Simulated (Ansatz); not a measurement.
**What isotropic strain +2.52 % does to BP**

The reference is BP in the zinc blende structure (space group F-43m, No. 216; a = 4.548 Å).

Modification: every lattice vector is stretched by 2.52 %, atoms relaxed at fixed cell.

Method: PBE (Ansatz, a quantum-chemistry and plane-wave program; PAW; 420 eV plane waves; no SOC), earlier PAW set. Γ-centred 12×12×12 mesh, Fermi–Dirac width 0.05 eV.

The volume per atom grows by 0.91 Å³ (11.76 Å³ → 12.67 Å³) and the shortest interatomic distance rises by 0.050 Å to 2.019 Å. The energy goes up by 32 meV/atom and the pressure goes from zero to -10.48 GPa. The band gap goes up by 0.10 eV, from 1.25 eV to 1.35 eV and the gap character stays indirect, Γ → Γ–X (83 % along). The smallest direct gap drops by 0.099 eV, from 3.39 eV to 3.30 eV and the mean gap deformation potential ΔEg/Δln V comes out as +1.4 eV. The width of the top valence band falls by 0.42 eV to 5.01 eV and the electron mass goes from 1.3 mₑ along k, 0.23 mₑ across (off the special points) to 1.2 mₑ along k, 0.23 mₑ across (off the special points). The hole mass (degenerate bands, along [100]) goes from 0.26, 0.26, 0.33 mₑ (at Γ) to 0.27, 0.27, 0.30 mₑ (at Γ).

Cost of the whole job for the changed cell (relaxation, final SCF and bands): roughly 2.5 core-seconds.

Masses are band curvatures over ±0.01 Å⁻¹ around the edge. Along k means along the line from Γ to the band edge. Stability against distortions was not tested.
